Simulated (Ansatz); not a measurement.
ZnSe under load (space group Imm2), Ansatz (a program for electronic structure) with r2SCAN with spin-orbit coupling, rigid bands. Condition of this run: uniaxial stress along [110] of 1 GPa (compression positive) (the target of the relaxation). Band gap 1.73 eV, N_c = 1.19e18 cm⁻³ and N_v = 1.28e19 cm⁻³ at 300 K, conductivity masses along z (a = (-0.02, 2.82, 2.85) Å; b = (2.82, -0.02, 2.85) Å; c = (2.80, 2.80, 0.00) Å) of 0.134 mₑ (electrons) and 0.726 mₑ (holes). Take k_BT = 0.02585 eV.

What thermal injection velocity √(2k_BT/πm) limits a ballistic channel along the direction named?

1.47e7 cm/s for electrons and 6.31e6 cm/s for holes, a ratio of √(m_h/m_e) = 2.33, for dilute carriers.

What built-in voltage has an abrupt junction with N_A = 1e16 and N_D = 1e17 cm⁻³, all dopants ionised?

V_bi = E_g/e − (k_BT/e) ln(N_c N_v/(N_A N_D)) = 1.73 − 0.02585 × 9.63 = 1.48 V, for the computed gap.

Find the intrinsic carrier density and the intrinsic Fermi level.

n_i = √(N_c N_v) exp(−E_g/2k_BT) = 3.90e18 × exp(−33.46) = 1.1e4 cm⁻³. The level lies (k_BT/2) ln(N_v/N_c) = 31 meV from mid-gap (positive towards the conduction band). Each 0.1 eV added to the gap lowers n_i by a factor of 6.9.

Rigid bands with the computed gap; masses take one relaxation time for all states.
